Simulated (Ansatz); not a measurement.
Take ZrN in the rock salt structure (space group Fm-3m, No. 225) as the base.

```
ZrN
1.0
    0.00000     2.27642     2.27642
    2.27642     0.00000     2.27642
    2.27642     2.27642     0.00000
N Zr
1 1
Direct
  0.00000   0.00000   0.00000
  0.50000   0.50000   0.50000
```

All numbers come from PBEsol (Ansatz, a quantum-chemistry and plane-wave program), no spin-orbit coupling, earlier PAW set.

Base values:

```
Item                Value
---------------  --------
Volume per atom  11.80 Å³
```

One thing is altered: every Zr is replaced by Hf; the structure is relaxed again.

Tabulated Pauling electronegativity and covalent radius: Zr 1.33, 1.75 Å; Hf 1.30, 1.75 Å.

### Question
Predict the new volume per atom.

### Answer
The volume per atom shrinks by 0.392 Å³, from 11.80 Å³ to 11.40 Å³.

No phonon test of stability was made. The final runs are not spin-polarised. An odd electron count without spin: HfN and ZrN.
